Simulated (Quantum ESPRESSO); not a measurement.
Quantum ESPRESSO 7.5, DFT, PBE, plane waves, PseudoDojo 0.5 standard norm-conserving PBE (local tails restored to the Coulomb form): diamond-structure Ge, atoms displaced (Ge8), 8 atoms. Basis and mesh were picked for this test and aren't claimed converged.

```yaml
cell: 5.66, 5.66, 5.66 Å; 90, 90, 90°
distance_to_the_nearest_atom: 2.36 to 2.44 Å
task: scf
k mesh: 3×3×3
ecutwfc: 78 Ry
ecutrho: 312 Ry
occupations: smearing
smearing: gaussian
degauss: 0.005 Ry
conv_thr: 8e-09 Ry
tprnfor: true
tstress: false
k-point pools (-nk): 8
diagonalization: david (default)
k-points computed: 14
bands: 67
electrons: 112
G-vectors of the density: 113705
FFT grid: 64×64×64
```

Hardware: Intel Xeon 6 (Granite Rapids), 96 cores on 1 socket, 2 hardware threads a core, 3 L3 cache groups, 3 NUMA nodes.

Wall times, medians of two to five repeats, each run alone on the node (launch to exit). Processes are pinned to neighbouring cores unless said otherwise. Build: conda-forge: Open MPI 5.0, OpenMP, OpenBLAS 0.3.34 (pthreads), FFTW, ScaLAPACK, ELPA. Other compilers and libraries give other times. Scratch files lie in a memory file system.

First run (64 ranks, mixing_mode = plain (default), mixing_beta = 0.7 (default), mixing_ndim = 8 (default)):

```
     init_run     :      0.26s CPU      0.28s WALL (       1 calls)
     electrons    :      2.72s CPU      3.07s WALL (       1 calls)
     forces       :      0.05s CPU      0.05s WALL (       1 calls)

     Called by init_run:
     wfcinit      :      0.10s CPU      0.11s WALL (       1 calls)
     potinit      :      0.01s CPU      0.01s WALL (       1 calls)
     hinit0       :      0.14s CPU      0.14s WALL (       1 calls)

     Called by electrons:
     c_bands      :      2.38s CPU      2.65s WALL (      10 calls)
     sum_band     :      0.24s CPU      0.30s WALL (      10 calls)
     v_of_rho     :      0.08s CPU      0.09s WALL (      10 calls)
     mix_rho      :      0.01s CPU      0.02s WALL (      10 calls)

     Called by c_bands:
     init_us_2    :      0.07s CPU      0.07s WALL (      44 calls)
     cegterg      :      1.97s CPU      2.24s WALL (      20 calls)

     Called by *egterg:
     cdiaghg      :      0.33s CPU      0.33s WALL (      93 calls)
     h_psi        :      1.27s CPU      1.49s WALL (      97 calls)
     g_psi        :      0.01s CPU      0.01s WALL (      75 calls)

     Called by h_psi:
     h_psi:calbec :      0.15s CPU      0.15s WALL (      97 calls)
     vloc_psi     :      0.99s CPU      1.18s WALL (      97 calls)
     add_vuspsi   :      0.12s CPU      0.12s WALL (      97 calls)

     General routines
     calbec       :      0.17s CPU      0.17s WALL (     105 calls)
     fft          :      0.15s CPU      0.16s WALL (     111 calls)
     ffts         :      0.00s CPU      0.00s WALL (      10 calls)
     fftw         :      1.03s CPU      1.24s WALL (    8402 calls)

     Parallel routines

     PWSCF        :      3.07s CPU      3.47s WALL
```

Second run:

```
     init_run     :      0.26s CPU      0.28s WALL (       1 calls)
     electrons    :      4.11s CPU      4.59s WALL (       1 calls)
     forces       :      0.05s CPU      0.05s WALL (       1 calls)

     Called by init_run:
     wfcinit      :      0.10s CPU      0.11s WALL (       1 calls)
     potinit      :      0.01s CPU      0.02s WALL (       1 calls)
     hinit0       :      0.14s CPU      0.14s WALL (       1 calls)

     Called by electrons:
     c_bands      :      3.51s CPU      3.88s WALL (      17 calls)
     sum_band     :      0.42s CPU      0.50s WALL (      17 calls)
     v_of_rho     :      0.14s CPU      0.16s WALL (      17 calls)
     mix_rho      :      0.03s CPU      0.04s WALL (      17 calls)

     Called by c_bands:
     init_us_2    :      0.12s CPU      0.12s WALL (      72 calls)
     cegterg      :      2.95s CPU      3.32s WALL (      34 calls)

     Called by *egterg:
     cdiaghg      :      0.42s CPU      0.42s WALL (     130 calls)
     h_psi        :      1.94s CPU      2.30s WALL (     134 calls)
     g_psi        :      0.02s CPU      0.02s WALL (      98 calls)

     Called by h_psi:
     h_psi:calbec :      0.21s CPU      0.23s WALL (     134 calls)
     vloc_psi     :      1.52s CPU      1.85s WALL (     134 calls)
     add_vuspsi   :      0.18s CPU      0.19s WALL (     134 calls)

     General routines
     calbec       :      0.23s CPU      0.25s WALL (     142 calls)
     fft          :      0.17s CPU      0.19s WALL (     181 calls)
     ffts         :      0.00s CPU      0.00s WALL (      17 calls)
     fftw         :      1.63s CPU      1.98s WALL (   13172 calls)

     Parallel routines

     PWSCF        :      4.46s CPU      4.99s WALL
```

Which of these changes turns the first timing block into the second?
(A) mixing_mode = TF
(B) mixing_beta = 0.1
(C) mixing_mode = local-TF
(D) mixing_ndim = 4

B, mixing_beta = 0.1. The largest move is in FFTs of H·ψ (vloc_psi): 1.2 s to 1.9 s. The other changes gave 4.0 s (mixing_mode = TF), 3.9 s (mixing_ndim = 4), 3.9 s (mixing_mode = local-TF), against 5.7 s here and 4.2 s at first.
